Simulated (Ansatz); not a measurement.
# What N → F does to TaN

Start from TaN in the rock salt structure (space group Fm-3m, No. 225; a = 4.376 Å).

The change: full substitution N → F, then cell and atoms are relaxed.

Method: plane-wave PAW DFT at the PBEsol level (Ansatz, an electronic-structure program, 420 eV), scalar-relativistic without spin-orbit coupling. Γ-centred 17×17×17 mesh, Fermi–Dirac width 0.05 eV, for the changed cell.

```csv
quantity,base,changed,shift
volume per atom,10.47 Å³,13.19 Å³,+2.72 Å³
density,15.46 g/cm³,12.58 g/cm³,-2.873 g/cm³
space group,Fm-3m (No. 225),Fm-3m (No. 225),–
shortest interatomic distance,218.8 pm,236.3 pm,+17.5 pm
band gap,zero,zero,–
```

Final structure:

```xyz
2
Lattice="0.0000 2.3629 2.3629 2.3629 0.0000 2.3629 2.3629 2.3629 0.0000" Properties=species:S:1:pos:R:3 pbc="T T T"
F      0.0000     0.0000     0.0000
Ta     2.3629     2.3629     2.3629
```

No phonon test of stability was made. As relaxed here, TaF is a hypothetical phase, not in the database extracts checked. No Hubbard U is applied, and correlation can decide whether such a compound is a metal. All final runs are without spin polarisation. TaF has a high density of states at the Fermi level and may be magnetic at this level. This is not the structure that TaN has at room temperature and ambient pressure.
